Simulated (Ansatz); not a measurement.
Fluorite CoSi₂, treated with BLYP (plane waves, PAW; Ansatz, an electronic-structure program).

Input:

Ansatz 0.2 input:
```yaml
crystal:
  lattice:
    - [0.0, 2.7357774613, 2.7357774613]
    - [2.7357774613, 0.0, 2.7357774613]
    - [2.7357774613, 2.7357774613, 0.0]
  atoms:
    - { symbol: Co, position: [0.0, 0.0, 0.0] }
    - { symbol: Si, position: [0.25, 0.25, 0.25] }
    - { symbol: Si, position: [0.75, 0.75, 0.75] }
basis:
  ecutwfc: 520
  ecutrho_ratio: 4
  xc_grid: 2
kpoints:
  mp_grid: { grid: [18, 18, 18] }
hamiltonian:
  xc: blyp
  dispersion: none
  pseudopotentials: { kind: paw }
scf:
  occupations: { method: fermi_dirac, width: 0.05 }
  convergence: { dr2_threshold: 0.0000000003 }
output:
  forces: true
  stress: true
  eigenvalues: true
```

Task: How many irreducible k-points, plane waves at Γ does the program set up, and what pressure does the run end with?

Result: 195 irreducible k-points, 1067 plane waves at Γ; P = -2.72 GPa, so the cell is stretched on average and its volume would shrink at this level.

Excerpt of the program's output:

```
Crystal: 3 atoms, lattice volume = 40.952 Å³
Basis set: ecut = 520 eV, 1067 PW (Γ), exchange–correlation on 60×60×60 points (8 copies of the dense FFT grid, shifted against one another)
Bands: 17, of which v1, the nominal top of the filled ones, is band 13 counted from 1 (12 counted from 0)
Symmetry: 48 space group operations
Space group: Fm-3m (ITA 225), of the structure as read, at distance tolerance 3.4e-5 Å
k-points: 195 of 5832
Functional: x = b88, c = lyp
SCF iter   1: F=—  HF=-6413.878398 eV  |F-HF|=—  |Δ(HF+E_count)|=         —  Δρ=2.50e-2  dr2=1.92e-1
SCF iter   2: F=—  HF=-6413.863077 eV  |F-HF|=—  |Δ(HF+E_count)|=   1.53e-2  Δρ=8.00e-3  dr2=2.71e-2
  ...
SCF iter   8: F=—  HF=-6413.858016 eV  |F-HF|=—  |Δ(HF+E_count)|=   2.57e-6  Δρ=4.77e-6  dr2=7.30e-9
SCF iter   9: F=-6413.858016 eV  HF=-6413.858016 eV  |F-HF|=1.09e-11  |Δ(HF+E_count)|=   2.85e-9  Δρ=6.25e-7  dr2=1.09e-10
SCF 1 converged in 9 iterations: F = -6413.858016 eV  dr2 = 1.09e-10
SCF converged after 9 iterations
Free energy (F): -6413.858016 eV
Internal energy: -6413.848348 eV  (E = F + TS)
E sigma→0 (E₀):  -6413.853182 eV
Fermi energy:    12.347561 eV
--- Forces (eV/Å), atoms counted from 1 ---
  atom   1  Co    -0.00000000     0.00000000     0.00000000
  atom   2  Si     0.00000000    -0.00000000    -0.00000000
  atom   3  Si     0.00000000     0.00000000     0.00000000
--- Stress (GPa, compression-positive) ---
       -2.720791      -0.000000       0.000000
       -0.000000      -2.720791      -0.000000
        0.000000       0.000000      -2.720791
  P = ⅓ Tr σ = -2.7208 GPa (-27.208 kbar)
```

The cell is one volume of an energy–volume scan, off the minimum.

The PAW data were made under PBE.
